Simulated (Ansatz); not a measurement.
## GaN under a change: In on a Ga site

Take a 16-atom supercell of GaN in the zinc blende structure (space group F-43m, No. 216; a = 4.549 Å) at its relaxed geometry as the base.

It is then changed as follows: a neutral In on a Ga site, atoms relaxed at fixed cell, starting from a slightly rattled geometry.

All numbers come from Kohn–Sham DFT with the PBE functional, run in Ansatz (a first-principles code) with PAW and 420 eV plane waves, without spin-orbit coupling. Γ-centred 5×5×5 mesh, Fermi–Dirac width 0.01 eV.

```json
{
 "pressure": "7.7 GPa (base 0.0 GPa)",
 "mean_distance_from_the_defect_site_to_its_nearest_host_atoms": "2.09 Å (base 1.97 Å)"
}
```

Final structure:

```yaml
crystal:
  lattice:
    - [0.00000, 4.54850, 4.54850]
    - [4.54850, 0.00000, 4.54850]
    - [4.54850, 4.54850, 0.00000]
  atoms:
    - { symbol: N, position: [0.37422, 0.37451, 0.37531] }
    - { symbol: N, position: [0.37422, 0.37450, 0.87569] }
    - { symbol: N, position: [0.37422, 0.87488, 0.37531] }
    - { symbol: N, position: [0.39628, 0.86728, 0.86808] }
    - { symbol: N, position: [0.87460, 0.37451, 0.37531] }
    - { symbol: N, position: [0.86698, 0.39658, 0.86808] }
    - { symbol: N, position: [0.86698, 0.86727, 0.39740] }
    - { symbol: N, position: [0.86698, 0.86727, 0.86808] }
    - { symbol: In, position: [0.99929, 0.99960, 0.00041] }
    - { symbol: Ga, position: [0.99886, 0.99915, 0.50085] }
    - { symbol: Ga, position: [0.99887, 0.50004, 0.99996] }
    - { symbol: Ga, position: [0.99886, 0.50005, 0.50086] }
    - { symbol: Ga, position: [0.49976, 0.99915, 0.99995] }
    - { symbol: Ga, position: [0.49976, 0.99915, 0.50086] }
    - { symbol: Ga, position: [0.49976, 0.50006, 0.99995] }
    - { symbol: Ga, position: [0.49932, 0.49960, 0.50040] }
```

The magnetic state is the one reached from the starting moments; the real material's order can differ, and small cells can't hold many antiferromagnetic ones. In so small a cell the defect repeats every few ångströms: this is an ordered compound, not a dilute defect. Seeded moments were not kept for In on a Ga site. The defect cell is spin-polarised and ends with 0.0 μB. This is not the structure that GaN has at room temperature and ambient pressure.
